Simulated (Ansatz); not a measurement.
Consider Cu in the fcc (Cu type) structure (space group Fm-3m, No. 225; a = 3.630 Å; relaxed with 0.1 eV smearing).

Computed with DFT with PBE, PAW potentials and a 420 eV plane-wave cutoff in Ansatz (a first-principles code), spin-orbit coupling left out.

For the base:

The pressure is 0.0 GPa.

The change: an isotropic linear strain of −4.65 %; the atoms relax in the strained cell.

Task: Estimate the effect on the pressure and energy relative to the base.

Result: The pressure goes from zero to 28.8 GPa; the energy rises by 124 meV/atom.

Stability against distortions was not tested. The final runs are not spin-polarised.
